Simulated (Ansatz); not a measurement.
The reference is Si in the diamond structure (space group Fd-3m, No. 227; a = 5.4338 Å). Axes: x, y, z lie along the cube axes.

Structures relaxed with Ansatz (a first-principles code) PBEsol, no SOC.

Base:

Simulated powder pattern, Cu Kα1, λ = 1.54056 Å (kinematic, ideal powder, no thermal factors, no anomalous dispersion; the 14 strongest lines at most, above 2 %, up to 2θ = 90°):

| 2θ (°) | I/Imax (%) | hkl |
|---|---|---|
| 28.43 | 100 | (111) |
| 47.28 | 67 | (220) |
| 56.09 | 40 | (311) |
| 69.09 | 11 | (400) |
| 76.33 | 16 | (331) |
| 87.97 | 23 | (422) |

After one change:

Simulated powder pattern, Cu Kα1, λ = 1.54056 Å (kinematic, ideal powder, no thermal factors, no anomalous dispersion; the 14 strongest lines at most, above 2 %, up to 2θ = 90°):

```json
[
 {"2θ (°)": "28.63", "I/Imax (%)": "100"},
 {"2θ (°)": "47.28", "I/Imax (%)": "23"},
 {"2θ (°)": "47.79", "I/Imax (%)": "44"},
 {"2θ (°)": "56.20", "I/Imax (%)": "27"},
 {"2θ (°)": "57.11", "I/Imax (%)": "13"},
 {"2θ (°)": "69.09", "I/Imax (%)": "7.3"},
 {"2θ (°)": "70.70", "I/Imax (%)": "3.4"},
 {"2θ (°)": "76.42", "I/Imax (%)": "5.5"},
 {"2θ (°)": "77.21", "I/Imax (%)": "11"},
 {"2θ (°)": "88.35", "I/Imax (%)": "16"},
 {"2θ (°)": "89.49", "I/Imax (%)": "7.6"}
]
```

### Question
Which of these changes matches the shifts?
A. uniaxial strain ε_zz = −2.00 %
B. uniaxial strain ε_zz = +2.00 %
C. uniaxial strain ε_zz = +1.50 %
D. uniaxial strain ε_zz = −3.00 %

### Answer
A, uniaxial strain ε_zz = −2.00 %. Its volume per atom is 19.65 Å³ against 20.05 Å³, and its space group is I4_1/amd (No. 141).

Whether these cells are dynamically stable was not tested.
